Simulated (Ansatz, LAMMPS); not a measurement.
## Ge well of 20 atomic layers along [001] in random Si0.3Ge0.7, interfaces sharp

Cell 17.02 × 17.02 × 63.15 Å, Si132Ge660, 792 atoms. Prepared with Tersoff's 1989 multicomponent potential (SiCGe.tersoff) (LAMMPS): minimisation. 

That structure was relaxed on with PBE, support functions at accuracy medium on the grid of 370 eV in Ansatz (a quantum-chemistry and plane-wave program). Basis: localised support functions (accuracy medium) on a full density matrix. k-points: zone centre alone; occupations: Fermi-Dirac, 0.010 eV; spin polarisation not allowed. Scalar-relativistic, no spin-orbit coupling.

**Question.** What does DFT change in the classical structure?

**Answer.** The energy falls by 0.4 meV an atom over 3 steps; atoms move by 0.036 Å root mean square, 0.08 Å at most.
```csv
quantity,classical minimum,after DFT steps
4-fold atoms (%),100.0,100.0
spread of bond angles (°),0.9,1.1
```
